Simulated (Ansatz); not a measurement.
System: stishovite (SiO2). Method: G0W0@PBEsol (Ansatz, a quantum-chemistry and plane-wave program, hard PAW, contour deformation).

The cell has the measured lattice parameters. Conventional cell: a = 4.1811 Å, b = 4.1811 Å, c = 2.6665 Å, α = 90.00°, β = 90.00°, γ = 90.00°.

The quasiparticle gap at Γ at a fixed k mesh 2×2×2:

```json
[
 {"response cutoff": "150 eV, 357 empty bands", "value (eV)": "8.324"},
 {"response cutoff": "200 eV, 550 empty bands", "value (eV)": "8.419"},
 {"response cutoff": "250 eV, 769 empty bands", "value (eV)": "8.471"},
 {"response cutoff": "300 eV, 1010 empty bands", "value (eV)": "8.500"}
]
```

Taking the value to converge with the response cutoff E as E^(−3/2), extrapolate from the last two rows.

With y = y∞ + c/w and weights w = 3953 and 5196 for the last two rows, y∞ = (w2 y2 − w1 y1)/(w2 − w1) = (5196 × 8.500 − 3953 × 8.471)/1243 = 8.592 eV, which lies 0.092 beyond the last row. Successive pairs of rows give 8.595, 8.602, 8.592. The limit also hangs on the law assumed, so its last digits aren't firm.

The other settings are not extrapolated, so this is the limit in one setting alone.
